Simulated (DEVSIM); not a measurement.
Device: GaAs n-p junction from an implanted or diffused profile, at 400 K.

```
layer (left to right)  material  thickness (μm)  Na (cm⁻³)  τn (s)  τp (s)
---------------------  --------  --------------  ---------  ------  ------
1                          GaAs             110     1.4e15  3.1e-9  3.1e-9
```

Added donor profile: 1.6e17 cm⁻³ × exp(−(x − 0 μm)²/(2·(0.048 μm)²)). Left contact: ohmic. Right contact: ohmic. Voltage is applied to the left contact. Recombination: SRH at mid-gap, Auger. Mobility is constant in doping.

The device is made up for the run: typed textbook-type constants, with dimensions and the other settings drawn at random. Values at 300 K; Nc and Nv go as T^1.5, mobilities as T to minus their exponent, the gap by Varshni's rule with the affinity fixed.

| parameter | GaAs |
|---|---|
| gap (eV) | 1.424 |
| affinity (eV) | 4.07 |
| permittivity | 12.9 |
| Nc (cm⁻³) | 4.7e17 |
| Nv (cm⁻³) | 9e18 |
| μn (cm²/Vs) | 8500 |
| μp (cm²/Vs) | 400 |
| T exponent of μn | 2.1 |
| T exponent of μp | 2.2 |
| Cn (cm⁶/s) | 1e-30 |
| Cp (cm⁶/s) | 1e-30 |
| Varshni α (eV/K) | 0.000541 |
| Varshni β (K) | 204 |

Simulated with DEVSIM: 1D drift-diffusion, Boltzmann statistics, complete ionisation; no tunnelling, impact ionisation, image-force lowering or self-heating.

**Question.** Tabulate band edges, carrier densities and field at 5.0 V on the left contact.

**Answer.** Energies count from the Fermi level of the right contact; mesh points crowd at the junctions.

```csv
x (μm),Ec (eV),Ev (eV),n (cm⁻³),p (cm⁻³),field (V/cm)
0.000,-4.948,-6.325,1.6e17,280,2800
0.02400,-4.938,-6.315,1.2e17,170,6500
0.05729,-4.893,-6.270,3.2e16,< 1e2,23000
0.09504,-4.768,-6.145,8.5e14,< 1e2,41000
0.1498,-4.521,-5.898,6.6e11,8200,46000
0.1901,-4.334,-5.712,3.0e9,220000,46000
0.2313,-4.147,-5.524,1.4e7,680000,45000
0.3707,-3.538,-4.915,850000,2400000,42000
0.6442,-2.453,-3.830,800000,6600000,37000
1.337,-0.363,-1.740,590000,2.6e7,23000
2.928,1.059,-0.318,1900,1.4e15,93
9.214,1.060,-0.317,19000,1.4e15,≈ 0
21.54,1.060,-0.317,30000,1.4e15,≈ 0
50.67,1.060,-0.317,32000,1.4e15,≈ 0
90.98,1.060,-0.317,32000,1.4e15,≈ 0
101.9,1.060,-0.317,32000,1.4e15,≈ 0
106.7,1.060,-0.317,32000,1.4e15,≈ 0
108.6,1.060,-0.317,32000,1.4e15,≈ 0
109.6,1.060,-0.317,32000,1.4e15,≈ 0
109.8,1.060,-0.317,32000,1.4e15,≈ 0
110.0,1.060,-0.317,32000,1.4e15,≈ 0
110.0,1.060,-0.317,32000,1.4e15,≈ 0
```
